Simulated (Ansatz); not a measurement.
# TiB2 under a change: uniaxial strain ε_xx = −0.50 %

The parent structure is TiB$_{2}$ (space group P6/mmm, No. 191; a = 3.017 Å, c = 3.185 Å). Axes: x lies along a and z along c of the hexagonal cell.

It is then changed as follows: the cell is compressed by 0.50 % along x with no lateral relaxation; the atoms relax in the strained cell.

The values are results of Ansatz (an electronic-structure program), PBEsol, PAW, cutoff 420 eV, without spin-orbit coupling, not measurements. Γ-centred 13×13×10 mesh, Fermi–Dirac width 0.05 eV.

| quantity | base | changed | shift |
|---|---|---|---|
| volume per atom | 8.37 Å³ | 8.33 Å³ | -0.04 Å³ |
| space group | P6/mmm (No. 191) | Cmmm (No. 65) | – |
| shortest interatomic distance | 1.742 Å | 1.736 Å | -0.006 Å |
| energy relative to the base (free energy F) | 0 meV/atom | +0.4 meV/atom | +0.4 meV/atom |
| pressure (mean of the normal stresses, compression positive) | 0.0 GPa | 1.5 GPa | +1.5 GPa |
| band gap | zero | zero | – |
| stress (xx, yy, zz, yz, xz, xy; compression positive) (rough) | – | (3.4, 0.3, 0.6, 0.0, 0.0, 0.0) GPa | – |

Final structure:

```xyz
3
Lattice="3.0023 0.0000 0.0000 -1.5011 2.6131 0.0000 0.0000 0.0000 3.1851" Properties=species:S:1:pos:R:3 pbc="T T T"
Ti     0.0000     0.0000     0.0000
B      1.5011     0.8705     1.5925
B      0.0000     1.7426     1.5925
```

Cost of the whole job for the changed cell (relaxation, final SCF and bands): around 26 core-seconds (rough).

A case with no gap was solved on a k-mesh chosen for an insulator, which is coarse for it. Without a gap, meshes like the base's 13×13×10 leave anisotropic stresses uncertain by several tenths of a GPa, and small strain energies with them. Whether these cells are dynamically stable was not tested. All final runs are without spin polarisation.
